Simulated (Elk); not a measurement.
Worked example: self-consistent single point of NiAl (Pm-3m, 2 atoms in the cell) in Elk.

Level of theory: LDA (PW92), all-electron FP-LAPW, Elk's shipped species files, APW+lo basis with extra local orbitals in Elk.

```yaml
crystal:
  lattice:
    - [2.89000, 0.00000, 0.00000]
    - [0.00000, 2.89000, 0.00000]
    - [0.00000, 0.00000, 2.89000]
  atoms:
    - { symbol: Al, position: [0.50000, 0.50000, 0.50000] }
    - { symbol: Ni, position: [0.00000, 0.00000, 0.00000] }
```

Reference input (self-consistent single point, DFT, PBE, all-electron FP-LAPW, Elk's shipped species files, APW+lo basis with extra local orbitals): xctype = 20; rgkmax = 8; stype = 0; swidth = 0.00499791 Ha; ngridk = 9 9 9; tforce = true; gmaxvr = 18 1/bohr; lmaxapw = 10; lmaxo = 8; nxlo = 2; lorbcnd = true; lradstp = 2. This run's input differs from it in these lines:

```diff
@@ -2,5 +2,2 @@
   0
-
-xctype
-  20
```

Log, with long lists cut:

```
│ Self-consistent loop started │
│ Loop number : 1 │
 total energy                :     -1772.32269935
│ Loop number : 2 │
 total energy                :     -1771.71892717
RMS change in Kohn-Sham potential (target) :   0.2054612815     (  0.1000000000E-05)
Absolute change in total energy (target)   :   0.6037721826     (  0.1000000000E-03)
│ Loop number : 3 │
 total energy                :     -1767.17289422
RMS change in Kohn-Sham potential (target) :   0.1148735816     (  0.1000000000E-05)
Absolute change in total energy (target)   :    4.696975996     (  0.1000000000E-03)
│ Loop number : 4 │
   [... lines left out ...]
Absolute change in total energy (target)   :   0.6546093098E-03 (  0.1000000000E-03)
│ Loop number : 13 │
 total energy                :     -1760.36897257
RMS change in Kohn-Sham potential (target) :   0.1068028486E-05 (  0.1000000000E-05)
Absolute change in total energy (target)   :   0.8496376904E-04 (  0.1000000000E-03)
│ Loop number : 14 │
 total energy                :     -1760.36901994
RMS change in Kohn-Sham potential (target) :   0.6497594156E-07 (  0.1000000000E-05)
Absolute change in total energy (target)   :   0.2612695494E-04 (  0.1000000000E-03)
Convergence targets achieved

│ Loop number : 15 │

Energies :
 Fermi                       :     0.324396942560
 total energy                :     -1760.36902762

Density of states at Fermi energy :    21.80107166
 (states/Hartree/unit cell)

Estimated indirect band gap :   0.3300070683E-02
 from k-point     13 to k-point     18
Estimated direct band gap   :   0.3893598581E-01
 at k-point     34

Charges :
 core                        :    16.00000000
 valence                     :    25.00000000
 interstitial                :    2.561228170
 muffin-tins (core leakage)
  species :    1 (Al)
   atom    1                 :    11.16429282     (  0.8027553830E-03)
  species :    2 (Ni)
   atom    1                 :    27.27447901     (  0.4996170089E-03)
 total in muffin-tins        :    38.43877183
   [... lines left out ...]
   total force               :     0.00000000   -0.00000000    0.00000000
   total magnitude           :     0.00000000
 species :    2 (Ni)
  atom :    1
   Hellmann-Feynman          :     0.00000000    0.00000000    0.00000000
   IBS                       :    -0.00000000   -0.00000000    0.00000000
   total force               :    -0.00000000    0.00000000    0.00000000
   total magnitude           :     0.00000000
```

The run converged in 15 iterations. The count includes the last loop, which Elk runs after its targets are met. 

The starting cell has typed, rounded lattice constants, without a prior relaxation at this level. Spin polarisation is off. Values depend on the basis (sphere radii, cutoffs, local orbitals), which need not be converged. The log's line on a gap gives a spacing of levels on this mesh, which the program prints for metals too.

Cost on one core of a shared machine: roughly 40 s.
